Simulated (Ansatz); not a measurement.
# GaAs, pressure series

Consider GaAs in the zinc blende structure (space group F-43m, No. 216; a = 5.667 Å).

Cell and atoms are relaxed at each pressure.

Computed with r2SCAN (Ansatz, a program for electronic structure), spin-orbit coupling left out.

Candidates:
(a) pressure 4.5 GPa
(b) pressure −1 GPa
(c) pressure 9 GPa
(d) pressure 22.5 GPa
(e) pressure 2.1 GPa

Before the change:

| Item | Result |
|---|---|
| Band gap | 0.96 eV |

**Question.** Order them by band gap, lowest first.

**Answer.** (b) pressure −1 GPa (0.85 eV), (e) pressure 2.1 GPa (1.18 eV), (d) pressure 22.5 GPa (1.34 eV), (a) pressure 4.5 GPa (1.41 eV), (c) pressure 9 GPa (1.56 eV)

Load acts through the strain it causes; cell and atoms are relaxed under it. Whether these cells are dynamically stable was not tested. Measured, GaAs leaves this structure (for a Cmcm phase) near 15 GPa (room temperature; as listed in arXiv:1906.07825).
